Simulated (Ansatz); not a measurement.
## GaAs: response to strain

Start from GaAs in the zinc blende structure (space group F-43m, No. 216; a = 5.659 Å). Axes: x, y, z lie along the cube axes.

Strains are applied to the cell and any free atomic positions relax.

The values are results of Kohn–Sham DFT with the PBEsol functional, run in Ansatz (an electronic-structure program) with PAW and 420 eV plane waves, spin-orbit coupling left out, not measurements.

```
uniaxial strain ε_zz (%)  band gap (eV)
------------------------  -------------
0                                  0.42
0.5                                0.37
1                                     ?
1.5                                0.28
2                                  0.23
2.5                                0.19
3                                  0.14
```

Q: Fit E_g = E₀ + Dε (ε in %) to the rows shown and predict the withheld row.

A: Least squares on the printed values gives E₀ = 0.42 eV, D = -92.5 meV per % of strain (largest residual 0.00 eV); this predicts 0.33 eV, and the run gives 0.33 eV, in agreement.

Whether these cells are dynamically stable was not tested. The zero or small gap of GaAs under uniaxial strain ε_zz = +1.50 %, GaAs under uniaxial strain ε_zz = +2.00 %, GaAs under uniaxial strain ε_zz = +2.50 % and GaAs under uniaxial strain ε_zz = +3.00 % can change with the level of theory.
